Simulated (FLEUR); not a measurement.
## Input and output of a self-consistent single point for HfZrC2 (P4/mmm, 4 atoms in the cell) (FLEUR)

Method of the run: LDA (Perdew-Zunger), all-electron FLAPW (FLEUR), scalar-relativistic valence run with FLEUR.

Input:

Input of the input generator:

```
HfZrC2 crystal
&input film=f /
1.0000000000 0.0000000000 0.0000000000
0.0000000000 1.0000000000 0.0000000000
0.0000000000 0.0000000000 1.4118167061
6.2142623156
1.0 1.0 1.0

4
40 0.5000000000 0.5000000000 0.5000000000
72 0.0000000000 0.0000000000 0.0000000000
6 0.0000000000 0.0000000000 0.5000000000
6 0.5000000000 0.5000000000 0.0000000000

&comp jspins=1 /
&exco xctyp='pz' /
&kpt div1=7 div2=7 div3=5 /
&end /
```

```xml
<?xml version="1.0" encoding="UTF-8" standalone="no"?>
<fleurInput fleurInputVersion="0.39">
   <comment>
      HfZrC2 crystal                                                                                      
   </comment>
   <calculationSetup>
      <cutoffs Kmax="4.1" Gmax="16.4" GmaxXC="16.4" numbands="0"/>
      <scfLoop itmax="60" minDistance="0.00001" maxIterBroyd="40" imix="Anderson" alpha="0.05" precondParam="0.0" spinf="2.0"/>
      <coreElectrons ctail="T" frcor="F" kcrel="0" coretail_lmax="0"/>
      <xcFunctional name="pz" relativisticCorrections="F"/>
      <magnetism jspins="1"/>
      <soc l_soc="F" theta="0.0" phi="0.0" spav="F"/>
      <expertModes spex="0" secvar="F"/>
      <geometryOptimization l_f="T" forcealpha="1.0" forcemix="BFGS" epsdisp="0.00001" epsforce="0.00001"/>
      <ldaU l_linMix="F" mixParam="0.05" spinf="1.0"/>
   </calculationSetup>
   <cell>
      <bzIntegration valenceElectrons="46.0" mode="hist" fermiSmearingEnergy="0.00367493">
         <kPointListSelection listName="default-1"/>
         <!-- k-points included here -->
         <xi:include xmlns:xi="http://www.w3.org/2001/XInclude" href="kpts.xml"> </xi:include>
      </bzIntegration>
      <!-- symmetry operations included here -->
      <xi:include xmlns:xi="http://www.w3.org/2001/XInclude" href="sym.xml"> </xi:include>
      <bulkLattice scale="1.0">
         <bravaisMatrix>
            <row-1>    6.2142623156000001     0.0000000000000000     0.0000000000000000</row-1>
            <row-2>    0.0000000000000000     6.2142623156000001     0.0000000000000000</row-2>
            <row-3>    0.0000000000000000     0.0000000000000000     8.7733993532517509</row-3>
         </bravaisMatrix>
      </bulkLattice>
   </cell>
   <atomSpecies>
      <species name="Zirconium (Zr)" element="Zr" atomicNumber="40">
         <mtSphere radius="2.56" gridPoints="903" logIncrement="0.014"/>
         <atomicCutoffs lmax="10" lnonsphr="8"/>
         <electronConfig flipSpins="F">
            <coreConfig>(1s1/2) (2s1/2) (2p1/2) (2p3/2) (3s1/2) (3p1/2) (3p3/2) (3d3/2) (3d5/2)</coreConfig>
            <valenceConfig>(4s1/2) (4p1/2) (4p3/2) (5s1/2) (4d3/2) (4d5/2)</valenceConfig>
            <stateOccupation state="(4d3/2)" spinUp="0.4" spinDown="0.4"/>
            <stateOccupation state="(4d5/2)" spinUp="0.6" spinDown="0.6"/>
         </electronConfig>
         <energyParameters s="5" p="5" d="4" f="4"/>
         <lo type="SCLO" l="0" n="4" eDeriv="0"/>
         <lo type="SCLO" l="1" n="4" eDeriv="0"/>
      </species>
      <species name="Hafnium (Hf)" element="Hf" atomicNumber="72">
         <mtSphere radius="2.56" gridPoints="903" logIncrement="0.015"/>
         <atomicCutoffs lmax="10" lnonsphr="8"/>
         <electronConfig flipSpins="F">
            <coreConfig>(1s1/2) (2s1/2) (2p1/2) (2p3/2) (3s1/2) (3p1/2) (3p3/2) (4s1/2) (3d3/2) (3d5/2) (4p1/2) (4p3/2) (4d3/2) (4d5/2)</coreConfig>
            <valenceConfig>(5s1/2) (5p1/2) (5p3/2) (6s1/2) (4f5/2) (4f7/2) (5d3/2) (5d5/2)</valenceConfig>
            <stateOccupation state="(5d3/2)" spinUp="0.4" spinDown="0.4"/>
            <stateOccupation state="(5d5/2)" spinUp="0.6" spinDown="0.6"/>
         </electronConfig>
         <energyParameters s="6" p="6" d="5" f="5"/>
         <lo type="SCLO" l="0" n="5" eDeriv="0"/>
         <lo type="SCLO" l="1" n="5" eDeriv="0"/>
         <lo type="SCLO" l="3" n="4" eDeriv="0"/>
      </species>
      <species name="Carbon (C)" element="C" atomicNumber="6">
         <mtSphere radius="1.44" gridPoints="509" logIncrement="0.02"/>
         <atomicCutoffs lmax="6" lnonsphr="4"/>
         <electronConfig flipSpins="F">
            <coreConfig>(1s1/2)</coreConfig>
            <valenceConfig>(2s1/2) (2p1/2) (2p3/2)</valenceConfig>
            <stateOccupation state="(2p1/2)" spinUp="0.3333333333333" spinDown="0.3333333333333"/>
            <stateOccupation state="(2p3/2)" spinUp="0.6666666666667" spinDown="0.6666666666667"/>
         </electronConfig>
         <energyParameters s="2" p="2" d="3" f="4"/>
      </species>
   </atomSpecies>
   <atomGroups>
      <atomGroup species="Zirconium (Zr)">
         <relPos label="                   1">1.000/2.000 1.000/2.000 1.000/2.000</relPos>
         <force calculate="T" relaxXYZ="TTT"/>
      </atomGroup>
      <atomGroup species="Hafnium (Hf)">
         <relPos label="                   2">.0000000000 .0000000000 .0000000000</relPos>
         <force calculate="T" relaxXYZ="TTT"/>
      </atomGroup>
      <atomGroup species="Carbon (C)">
         <relPos label="                   3">.0000000000 .0000000000 1.000/2.000</relPos>
         <force calculate="T" relaxXYZ="TTT"/>
      </atomGroup>
      <atomGroup species="Carbon (C)">
         <relPos label="                   4">1.000/2.000 1.000/2.000 .0000000000</relPos>
         <force calculate="T" relaxXYZ="TTT"/>
      </atomGroup>
   </atomGroups>
   <output dos="F" band="F" slice="F">
      <checks vchk="F" cdinf="F"/>
      <bandDOS minEnergy="-.5*Htr" maxEnergy="0.5*Htr" sigma="0.015" storeEVData="T"/>
      <vacuumDOS vacdos="F" integ="F" star="F" nstars="0" locx1="0.0" locy1="0.0" locx2="0.0" locy2="0.0" nstm="0" tworkf="0.0"/>
      <unfoldingBand unfoldBand="F" supercellX="1" supercellY="1" supercellZ="1"/>
      <plotting iplot="0" polar="F">
         <plot TwoD="T" vec1="  1.0  0.0  0.0" vec2="  0.0  1.0  0.0" vec3="  0.0  0.0  1.0" zero="  0.0  0.0  0.0" file="plot"/>
      </plotting>
      <chargeDensitySlicing numkpt="0" minEigenval="0.0" maxEigenval="0.0" nnne="0" pallst="F"/>
      <specialOutput eonly="F"/>
      <magneticCircularDichroism mcd="F" energyLo="-10.0" energyUp="0.0"/>
   </output>
  <!-- We include the file relax.xml here to enable relaxations (see documentation) -->
  <xi:include xmlns:xi="http://www.w3.org/2001/XInclude" href="relax.xml"> <xi:fallback/> </xi:include>
</fleurInput>
```

Output (repeated stretches shortened):

```
      Welcome to FLEUR        (www.flapw.de)
      MaX-Release 8.1          (www.max-centre.eu)

 ========== k-point set info ==========
 Selected k-point list: default-1
 k-point list type: mesh
 7 x 7 x 5
 Number of k points: 30

 ------------Calculation Setup---------------------------
           1           2           3           5           6          10          15          30
 Number of basis functions:          490
 Iteration:     1   Distance:      23.26499323 me/bohr^3
 Iteration:     2   Distance:      19.45031699 me/bohr^3
 Iteration:     3   Distance:       7.20672010 me/bohr^3
 Iteration:     4   Distance:       5.15846604 me/bohr^3
 Iteration:     5   Distance:       2.93955059 me/bohr^3
 Iteration:     6   Distance:       0.57210038 me/bohr^3
   [... 6 lines left out ...]
 Iteration:    13   Distance:       0.00399773 me/bohr^3
 Iteration:    14   Distance:       0.00044382 me/bohr^3
 Iteration:    15   Distance:       0.00043735 me/bohr^3
 Iteration:    16   Distance:       0.00013020 me/bohr^3
 Iteration:    17   Distance:       0.00000672 me/bohr^3

 Run finished successfully
 Stop message:
   Structural relaxation: Done

[file out, last iteration]
             iter=     18
          p o t e n t i a l   g e n e r a t o r
[...]
          integral of pseudo charge density inside the slab=        0.000000   0.000000
     coulomb potential in the interstitial region:
          density-coulomb potential integrals
          total density-coulomb potenti   -31478.2115293196
          density-effective potential integrals for spin  1
          total density-effective poten   -3.2037329245E+04
          charge density-energy density integrals
          total charge density-energy d   -4.2148233837E+02
 Updated energy parameters for spin:           1
  Atom    1 5s branch from -1.25 to  2.41 htr. ; e_l =  0.3322
  Atom    1 5p branch from -0.39 to  3.05 htr. ; e_l =  0.4430
  Atom    1 4d branch from -5.71 to  0.96 htr. ; e_l =  0.4559
  Atom    1 4f branch from -9.99 to  2.33 htr. ; e_l =  0.6925
  Atom    1 4s branch from-14.11 to -1.25 htr. ; e_l(l -1.2960
  Atom    1 4p branch from-10.94 to -0.39 htr. ; e_l(l -0.4960
  Atom    2 6s branch from -1.76 to  2.15 htr. ; e_l =  0.3039
  Atom    2 6p branch from -0.54 to  3.04 htr. ; e_l =  0.4364
  Atom    2 5d branch from -6.89 to  1.04 htr. ; e_l =  0.4605
  Atom    2 5f branch from  0.06 to  2.81 htr. ; e_l =  0.6898
  Atom    2 5s branch from-18.08 to -1.76 htr. ; e_l(l -1.7831
  Atom    2 5p branch from-13.19 to -0.54 htr. ; e_l(l -0.6526
  Atom    2 4f branch from -9.99 to  0.06 htr. ; e_l(l  0.0605
  Atom    3 2s branch from -9.17 to  2.30 htr. ; e_l = -0.0721
  Atom    3 2p branch from -9.99 to  2.04 htr. ; e_l =  0.1394
  Atom    3 3d branch from -9.99 to  6.17 htr. ; e_l =  0.3550
  Atom    3 4f branch from -9.99 to 10.32 htr. ; e_l =  0.5150
  Atom    4 2s branch from -9.17 to  2.30 htr. ; e_l = -0.0717
  Atom    4 2p branch from -9.99 to  2.04 htr. ; e_l =  0.1398
  Atom    4 3d branch from -9.99 to  6.17 htr. ; e_l =  0.3554
  Atom    4 4f branch from -9.99 to 10.32 htr. ; e_l =  0.5154
[...]
 fermi energy and band-weighting factors:
at   0.42857   0.42857   0.40000   k-weight:    0.032653
   36 eigenvalues :
   -1.782630   -1.294825   -0.639775   -0.639625   -0.633868   -0.502870   -0.502845   -0.495333
    0.052959    0.054118    0.054184    0.054207    0.054707    0.054853    0.055069    0.112361
    0.114034    0.328809    0.346423    0.360295    0.373152    0.374742    0.382473    0.549936
    0.551923    0.620854    0.621980    0.670700    0.698331    0.711832    0.737794    0.748992
    0.780230    0.910010    0.934332    0.946074
   [... 2 blocks of this kind left out ...]

[...]
FERMIE:
          first approx. to ef    (T=0)  :   0.456716 htr   (energy of the highest occ. eigenvalue)
          number of occ. states  (T=0)  :        688
          first approx. to seigv (T=0)  :  -7.399410 htr
          sum of weights of occ. states :  23.008163
          sum of semicore charge        :   0.000000 e
FERHIS:  Fermi-Energy by histogram:
          bandgap                     :   0.000846 htr
          charge neutrality (T=0)     :   0.016327    (zero if the highest occ. eigenvalue is "entirely" occupied)
     EF_NEWTON:  Adjust Fermi-Energy by Newton-Method.
               Number of iterations needed  :   4
               The error in the weight is   : -0.29571E-12
               The error in ef is           :  0.36998E-13 htr
     -->  new fermi energy            :   0.458202 htr
          valence charge              :  46.000000 e
          actual charge blw ef-8kt    :  45.444898 e
          actual charge blw ef+8kt    :  46.000000 e
          number of occ. states       :       701
          sum of the valence weights  :   23.000000
          entropy         :   0.191244 *kb htr/K =   0.00000 htr/K
          sum of val. single particle energies:        -7.4065660970 htr
 Direct bandgap for spin            1 :    8.6293181497286708E-003  Htr
 at k-point           20  with k-vector    0.0000000000000000        0.0000000000000000       0.20000000000000001
          valence density: spin= 1
[...]
     l-like charge
     atom     s        p        d        f        total
 -->  1    2.19578  6.15706  1.65352  0.07620   10.10075
 -->  2    2.26420  6.20766  1.52983 14.03089   24.05082
 -->  3    0.79967  1.38152  0.00677  0.00055    2.18859
 -->  4    0.79457  1.38604  0.00676  0.00055    2.18800
          total charge for spin  1=   46.000000
          interst. charge =       7.471839
          mt charge=             10.100750   24.050817    2.188592    2.188002
          total charge  =   46.000000
          z= 40.     r(1)=  0.839401E-05     dx= 0.014000     m.t.index= 903
               n    l     j    energy       weight
               1.   0.   0.5 -653.1015      2.0000
               2.   0.   0.5  -89.8844      2.0000
               2.   1.   0.5  -82.2822      2.0000
   [... 6 lines left out ...]
          atom type    1  (spin 1)
          kinetic energy=  0.364421706988E+04     sum of the eigenvalues= -0.211807839490E+04
          0.00000393  electrons lost from core.
   [... 3 blocks of this kind left out ...]

          total charge for spin  1=  124.000000
          interst. charge =       7.472023
          mt charge=             38.100746   70.050816    4.188502    4.187913
          total charge  =  124.000000
          zc=   124.000000     qfix=    1.000000
     t o t a l  e n e r g y
          sum of eigenvalues =            -11372.1989752823
          density-coulomb potential int   -31478.2115293196
          density-effective potential i   -32037.3292446696
          charge density-ex.-corr.energ     -421.4823383711
          el.-nucl. inter. diff. m.t.       4331.4621733801
          Madelung term for atom type:       -22.7715178263
          el.-nucl. inter. diff. m.t.      18776.5035938950
          Madelung term for atom type:       -41.6477969129
          el.-nucl. inter. diff. m.t.         41.5476810071
          Madelung term for atom type:        -4.4797269441
          el.-nucl. inter. diff. m.t.         41.5410287715
          Madelung term for atom type:        -4.4827096760
 ---->    total energy=                   -18759.8940620566 htr
 ---->    (input%tkb*entropy) TS=              0.0007028076 htr
 ---->    free energy=                    -18759.8947648642 htr
      extrapolation for T->0
 ---->    total electron energy=          -18759.8944134604 htr
 ***** TOTAL FORCES ON ATOMS *****
 TOTAL FORCE FOR ATOM TYPE=  1  X=  3.107   Y=  3.107   Z=  4.387
                       FX_TOT= 0.000000 FY_TOT= 0.000000 FZ_TOT= 0.000000
 TOTAL FORCE FOR ATOM TYPE=  2  X=  0.000   Y=  0.000   Z=  0.000
                       FX_TOT= 0.000000 FY_TOT= 0.000000 FZ_TOT= 0.000000
 TOTAL FORCE FOR ATOM TYPE=  3  X=  0.000   Y=  0.000   Z=  4.387
                       FX_TOT= 0.000000 FY_TOT= 0.000000 FZ_TOT= 0.000000
 TOTAL FORCE FOR ATOM TYPE=  4  X=  3.107   Y=  3.107   Z=  0.000
                       FX_TOT= 0.000000 FY_TOT= 0.000000 FZ_TOT= 0.000000
 Structural relaxation: Done
```

The run converged in 17 iterations. FLEUR gives forces in its relaxation mode, with a further iteration, so its stop message speaks of a relaxation.

The starting cell comes from a database of computed structures (which also holds hypothetical and non-ambient phases and stackings), without a prior relaxation at this level. Its lattice was rescaled by a random factor within 2.5 % of one. Spin-orbit coupling is off. Values depend on the basis (sphere radii, cutoffs, local orbitals), which need not be converged. The log's line on a gap gives a spacing of levels on this mesh, which the program prints for metals too.

Cost on one core of a shared machine: roughly 80 s.
